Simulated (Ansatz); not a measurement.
Ansatz (an electronic-structure program) run on Li (Im-3m, 1 atom in the cell): self-consistent single point.

Level of theory: PBEsol, default PAW files made with PBE (plane waves; Ansatz).

```xyz
1
Lattice="-1.6810 1.6810 1.6810 1.6810 -1.6810 1.6810 1.6810 1.6810 -1.6810" Properties=species:S:1:pos:R:3 pbc="T T T"
Li     0.0000     0.0000     0.0000
```

Reference input (self-consistent single point, DFT, PBE, plane waves, default PAW files): kpoints.mp_grid.grid = 11 11 11; hamiltonian.xc = pbe; hamiltonian.pseudopotentials = {kind: paw} (the program's default PAW files); scf.occupations.method = gaussian; scf.occupations.width = 0.01 Ry. This run's input differs from it in these lines:

Ansatz 0.2 input:
```diff
@@ -10,3 +10,3 @@
 hamiltonian:
-  xc: pbe
+  xc: pbesol
   pseudopotentials: { kind: paw }
```

Log, with long lists cut:

```
SCF iter   1: F=—  HF=-203.000370 eV  |F-HF|=—  |Δ(HF+E_count)|=         —  Δρ=1.48e-3  dr2=1.39e-4  ethr=1.77e-3  ⟨swp⟩=4.1  Hψ=2583  notcnv=0
all-band conjugate gradients solve this SCF's bands
preconditioner: auto → none
SCF iter   2: F=—  HF=-202.999875 eV  |F-HF|=—  |Δ(HF+E_count)|=   4.95e-4  Δρ=5.67e-4  dr2=2.00e-5  ethr=4.64e-6  ⟨swp⟩=2.2  Hψ=849  notcnv=0
   [... lines left out ...]
SCF iter   4: F=-202.999786 eV  HF=-202.999786 eV  |F-HF|=7.97e-10  |Δ(HF+E_count)|=   4.06e-6  Δρ=1.65e-6  dr2=2.02e-10  ethr=9.47e-10  ⟨swp⟩=2.5  Hψ=402  notcnv=0  defer=1
iter 5 did not close the SCF: its close was put off for the readings that it lacked (scf_convergence_deferred on its scf_iter line)
SCF iter   5: F=-202.999786 eV  HF=-202.999786 eV  |F-HF|=1.09e-11  |Δ(HF+E_count)|=  8.19e-10  Δρ=2.01e-7  dr2=2.44e-12  ethr=6.73e-12  ⟨swp⟩=2.4  Hψ=398  notcnv=0  defer=1
SCF iter   6: F=-202.999786 eV  HF=-202.999786 eV  |F-HF|=1.42e-13  |Δ(HF+E_count)|=  1.10e-11  Δρ=1.64e-8  dr2=1.25e-14  ethr=1.00e-12  ⟨swp⟩=1.7  Hψ=1013  notcnv=0
SCF 1 converged in 6 iterations: F = -202.999786 eV  dr2 = 1.25e-14
Free energy (F): -202.999786 eV
Internal energy: -202.995680 eV  (E = F + TS)
E sigma→0 (E₀):  -202.997733 eV
Entropy (-TS):   -0.004106 eV (-4.106 meV/atom)
Fermi energy:    1.255780 eV
--- Forces (eV/Å), atoms counted from 1 ---
  atom   1  Li     0.00000000     0.00000000     0.00000000
--- Stress (GPa, compression-positive) ---
        0.949499      -0.000000      -0.000000
        0.000000       0.949499      -0.000000
       -0.000000       0.000000       0.949499
  P = ⅓ Tr σ = 0.9495 GPa (9.495 kbar)
  The stress holds the Pulay correction. Without it, at fixed plane waves, as pw.x and ABINIT print it: P = 0.9454 GPa
```

The run converged in 6 iterations. Against the reference run the pressure hardly changes (0.98 to 0.95 GPa).

The starting cell comes from a database of computed structures (which also holds hypothetical and non-ambient phases and stackings), without a prior relaxation at this level. Its lattice was rescaled by a random factor within 2.5 % of one. Ansatz's pressure includes its estimate of the finite-basis (Pulay) stress.
